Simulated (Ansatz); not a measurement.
L1₂ (Cu3Au-type) Al₃Sc was calculated with PBE-D4 (Ansatz, a quantum-chemistry and plane-wave program, PAW).

Numerical settings: plane-wave cutoff 500 eV, 14×14×14 k mesh, Fermi–Dirac smearing 0.1 eV, scalar-relativistic PAW data made under PBE.

Computed at the level's own relaxed cell.

Problem. Predict the equilibrium volume per atom and lattice constant a.

Solution. 
equilibrium volume per atom: 16.71 Å³/atom
lattice constant a: 4.059 Å

Measured, for comparison: equilibrium volume per atom 17.27 Å³/atom, lattice constant a 4.103 Å (room temperature, not corrected to a static lattice; as tabulated in A Combined Experimental and First-Principles Based Assessment of …). Computed (rounded) less measured: equilibrium volume per atom -3.2 %, lattice constant a -1.1 %. A static lattice is as a rule a little smaller and stiffer than an uncorrected measurement, which narrows the difference in the lattice constant a and would widen misses of the other sign.

The computed numbers hold no vibrational or temperature effects.

It cost around 50 core-seconds (rough) of CPU time.
